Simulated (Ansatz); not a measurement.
The parent structure is CaF₂ in the fluorite structure (space group Fm-3m, No. 225).

```cif
data_CaF2
_chemical_formula_sum 'Ca1 F2'
_space_group_name_H-M_alt 'P 1'
_space_group_IT_number 1
_cell_length_a 3.83284
_cell_length_b 3.83284
_cell_length_c 3.83284
_cell_angle_alpha 60.000
_cell_angle_beta 60.000
_cell_angle_gamma 60.000
loop_
_space_group_symop_operation_xyz
  'x, y, z'
loop_
_atom_site_label
_atom_site_type_symbol
_atom_site_fract_x
_atom_site_fract_y
_atom_site_fract_z
_atom_site_occupancy
Ca1 Ca 0.00000 0.00000 0.00000 1
F1 F 0.75000 0.75000 0.75000 1
F2 F 0.25000 0.25000 0.25000 1
```

Level of theory: PBEsol, PAW, 420 eV (Ansatz, a quantum-chemistry and plane-wave program; no SOC).

For the base:

The density is 3.26 g/cm³ and the shortest interatomic distance is 2.347 Å.

One thing is altered: hydrostatic tension (pressure −1 GPa).

### Question
What does the calculation give for the density and shortest interatomic distance after the change?

### Answer
The density decreases by 0.04 g/cm³, from 3.26 g/cm³ to 3.22 g/cm³; the shortest interatomic distance rises by 0.009 Å, from 2.347 Å to 2.356 Å.

Load acts through the strain it causes; cell and atoms are relaxed under it. No phonon test of stability was made. The base started in Pca2_1 and relaxed to Fm-3m at this level.
